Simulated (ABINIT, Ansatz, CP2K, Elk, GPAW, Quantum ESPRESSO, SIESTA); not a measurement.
## PbSe (Fm-3m, 2 atoms in the cell) computed with different codes at matched settings

Self-consistent single point.

```yaml
crystal:
  lattice:
    - [0.00000, 3.06000, 3.06000]
    - [3.06000, 0.00000, 3.06000]
    - [3.06000, 3.06000, 0.00000]
  atoms:
    - { symbol: Pb, position: [0.00000, 0.00000, 0.00000] }
    - { symbol: Se, position: [0.50000, 0.50000, 0.50000] }
```

All programs got the same cell, k-point mesh and kind of occupations (in Ansatz's words: kpoints.mp_grid.grid = 6 6 6; scf.occupations.method = fermi_dirac; scf.occupations.width = 0.01 eV); potentials, basis and cutoffs are each program's usual ones.

```
code                                                                                                                                model  pressure (GPa)  gap on the mesh (eV)  k-points       cutoff
----------------  -----------------------------------------------------------------------------------------------------------------------  --------------  --------------------  --------  -----------
CP2K                                                              PBE, GPW, DZVP-MOLOPT-SR-GTH basis, GTH-PBE potentials (GTH_POTENTIALS)            2.28                 0.320       112  grid 400 Ry
ABINIT                                                           PBE, norm-conserving pseudopotentials (PseudoDojo nc-sr-05 PBE standard)            2.31                 0.291        16        43 Ha
Quantum ESPRESSO                                                          PBE, PseudoDojo standard norm-conserving (PBE) pseudopotentials            2.32                 0.291        16        90 Ry
Elk                                        PBE, all-electron FP-LAPW, Elk's shipped species files, APW+lo basis with extra local orbitals               –                 0.280        16   rgkmax 7.5
GPAW                                                                                         PBE, GPAW PAW datasets PBE (gpaw-data 1.0.1)            2.22                 0.241        16       600 eV
Ansatz                                                                                                             PBE, default PAW files            2.41                 0.285        16      default
SIESTA            GGA PBE, numerical atomic orbitals TZP, PseudoDojo PBE standard norm-conserving potentials (rewritten from UPF to PSML)            3.34                 0.405       132  grid 400 Ry
```

A dash marks a value that a program does not give, or that is left out as unsure.

Gaps are read on the mesh.

The spread over the programs that give each value: pressure within 1.12 GPa; gap on the mesh within 0.164 eV.

The starting cell has typed, rounded lattice constants, without a prior relaxation at this level. On Ansatz's run: Spin-orbit coupling is off.

Question: Why do the programs differ, and what cannot be compared?

Answer: Differences of this kind can come from the potentials, where these differ, and from what each basis and cutoff leave unconverged. The valence holds different numbers of electrons (CP2K 10, ABINIT 30, Quantum ESPRESSO 30, GPAW 20, Ansatz (a quantum-chemistry and plane-wave program) 30, SIESTA 30). The zero of total energies and Fermi levels follows the potentials and each program's conventions, so they are not compared here. CP2K and SIESTA use small atom-centred bases, whose incompleteness enters pressures, forces and empty levels differently from a plane-wave cutoff. Elk treats all electrons, but the usual bases taken here (sphere radii, linearisation, local orbitals, empty states) were not tested for convergence, so the values are no reference for the others. Ansatz's pressure is given at a fixed set of plane waves, as the other plane-wave codes print theirs. The programs reduce the same mesh by symmetry to different extents, which changes the work and not the result. In the pressure, SIESTA (by 1.02) lies more than 1 GPa from the median of the plane-wave programs.

Left out of this page: FLEUR (with a known weakness of the program).

Keys are those of Ansatz 0.2.
